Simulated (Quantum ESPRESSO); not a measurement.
Quick settings and what they miss: Al₂CuIr (Cmme, 8 atoms in the cell)

Self-consistent single point.

```xyz
8
Lattice="2.5318 -4.0231 0.0000 2.5318 4.0231 0.0000 0.0000 0.0000 5.1968" Properties=species:S:1:pos:R:3 pbc="T T T"
Al     1.2659     0.0000     2.5984
Al     3.7977     0.0000     2.5984
Al     2.5318    -2.0115     0.8932
Al     2.5318     2.0115     4.3036
Cu     1.2659     0.0000     0.0000
Cu     3.7977     0.0000     0.0000
Ir     2.5318     2.0115     1.6608
Ir     2.5318    -2.0115     3.5360
```

Level of theory: PBEsol, SSSP 1.1.2 efficiency (PBE) pseudopotentials (plane waves; Quantum ESPRESSO).

Base settings: ecutwfc = 50 Ry; ecutrho = 400 Ry; occupations = smearing; smearing = marzari-vanderbilt; degauss = 0.0073499 Ry; input_dft = pbesol; K_POINTS = automatic 5 5 5 1 1 1; conv_thr = 1e-10 Ry.

Tight run (finer mesh or higher cutoff; not a proven limit): ecutwfc: 50 Ry → 70 Ry; ecutrho: 400 Ry → 560 Ry; conv_thr: 1e-10 Ry → 7.3e-11 Ry; K_POINTS: automatic 5 5 5 1 1 1 → automatic 7 7 7 1 1 1. It gave Fermi level (on the code's own zero) 15.62 eV; pressure 0.19 GPa; largest force (vector length) 0.014 eV/Å.

Quick runs, as changes from the base:
- A: the base itself
- B: ecutwfc: 50 Ry → 40 Ry; ecutrho: 400 Ry → 320 Ry; degauss: 0.0073499 Ry → 0.019992 Ry; conv_thr: 1e-10 Ry → 7.3e-05 Ry; K_POINTS: automatic 5 5 5 1 1 1 → automatic 2 2 2 1 1 1
- C: ecutwfc: 50 Ry → 25 Ry; ecutrho: 400 Ry → 200 Ry; K_POINTS: automatic 5 5 5 1 1 1 → automatic 4 4 4 1 1 1
- D: ecutwfc: 50 Ry → 25 Ry; ecutrho: 400 Ry → 200 Ry; smearing: marzari-vanderbilt → methfessel-paxton; degauss: 0.0073499 Ry → 0.0099958 Ry; input_dft: pbesol → default; conv_thr: 1e-10 Ry → 7.3e-05 Ry; pseudopotentials: {Al: Al.pbe-n-kjpaw_psl.1.0.0.UPF, Cu: Cu_pbe_v1.2.uspp.F.UPF, Ir: Ir_pbe_v1.2.uspp.F.UPF} → {Al: al_lda_v1.uspp.F.UPF, Cu: cu_lda_v1.2.uspp.F.UPF, Ir: ir_lda_v1.2.uspp.F.UPF}; K_POINTS: automatic 5 5 5 1 1 1 → automatic 2 2 2 1 1 1 [LDA (PZ)]
- E: ecutwfc: 50 Ry → 40 Ry; ecutrho: 400 Ry → 320 Ry; input_dft: pbesol → default; conv_thr: 1e-10 Ry → 7.3e-06 Ry; pseudopotentials: {Al: Al.pbe-n-kjpaw_psl.1.0.0.UPF, Cu: Cu_pbe_v1.2.uspp.F.UPF, Ir: Ir_pbe_v1.2.uspp.F.UPF} → {Al: al_lda_v1.uspp.F.UPF, Cu: cu_lda_v1.2.uspp.F.UPF, Ir: ir_lda_v1.2.uspp.F.UPF}; K_POINTS: automatic 5 5 5 1 1 1 → automatic 6 6 6 1 1 1 [LDA (PZ)]
- F: ecutwfc: 50 Ry → 30 Ry; ecutrho: 400 Ry → 240 Ry; degauss: 0.0073499 Ry → 0.0147 Ry; conv_thr: 1e-10 Ry → 7.3e-05 Ry; K_POINTS: automatic 5 5 5 1 1 1 → automatic 1 1 1 1 1 1

Dashes: pressure of B, D, E, F, not trusted under this conv_thr with d or f elements; energy of D, E, another energy zero; time of D, F, under 30 s.

† marks runs with another functional, U, potentials or spin treatment: their distance from the tight run is not a convergence error alone.

The count of work is k-points × plane waves × bands × iterations; it is no time. Core times come from one kind of shared machine and are given to one figure; runs under 30 s give none.

The starting cell comes from a database of computed structures (which also holds hypothetical and non-ambient phases and stackings), without a prior relaxation at this level. Its lattice was rescaled by a random factor within 2.5 % of one. Spin polarisation is off.

| run | energy less tight (meV/atom) | pressure less tight (GPa) | largest miss in a force vector (eV/Å) | count of work / tight | core time / tight (rough) |
|---|---|---|---|---|---|
| A | 14.2 | -0.29 | 0.014 | 0.27 | 0.3 |
| B | 3.3 | – | 0.622 | 0.0076 | 0.05 |
| C | 1885.4 | -140.11 | 0.044 | 0.040 | 0.08 |
| D† | – | – | 0.620 | 0.0033 | – |
| E† | – | – | 0.065 | 0.17 | 0.1 |
| F | -218.5 | – | 3.518 | 0.0025 | – |

Among the runs at the tight run's level, the energy misses run from 3.3 to 1885.4 meV/atom.
